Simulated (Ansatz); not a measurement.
composition Si15B, cell Si60B4, brought to this temperature after a much hotter stage, at a temperature that wasn't checked against the liquidus, so perhaps supercooled [in the run: it was liquid; mean temperature 1767 K (target 1840 K); density 2.47 g/cm³; one k-point, which a denser mesh shifts by 0.2 GPa in pressure and 0.12 eV/Å in forces]. The solute's share, one atom in sixteen, is far above doping levels in devices. Bonds are counted up to B-B 2.46 Å, Si-Si 3.34 Å.

**Question.** What distribution of Si-Si-Si angles does PBE run with Ansatz (a program for electronic structure) give?

**Answer.** mean 98°, standard deviation 33°.
```csv
angle (°),p (1/°)
1.5,0.0000
4.5,0.0000
7.5,0.0000
10.5,0.0000
13.5,0.0000
16.5,0.0000
19.5,0.0000
22.5,0.0000
25.5,0.0000
28.5,0.0000
31.5,0.0000
34.5,0.0000
37.5,0.0001
40.5,0.0008
43.5,0.0036
46.5,0.0073
49.5,0.0097
52.5,0.0107
55.5,0.0104
58.5,0.0101
61.5,0.0093
64.5,0.0092
67.5,0.0089
70.5,0.0090
73.5,0.0093
76.5,0.0094
79.5,0.0097
82.5,0.0098
85.5,0.0101
88.5,0.0100
91.5,0.0103
94.5,0.0099
97.5,0.0101
100.5,0.0100
103.5,0.0096
106.5,0.0093
109.5,0.0093
112.5,0.0087
115.5,0.0085
118.5,0.0084
121.5,0.0080
124.5,0.0080
127.5,0.0077
130.5,0.0071
133.5,0.0069
136.5,0.0067
139.5,0.0063
142.5,0.0058
145.5,0.0055
148.5,0.0051
151.5,0.0046
154.5,0.0042
157.5,0.0037
160.5,0.0032
163.5,0.0028
166.5,0.0023
169.5,0.0018
172.5,0.0012
175.5,0.0008
178.5,0.0003
```
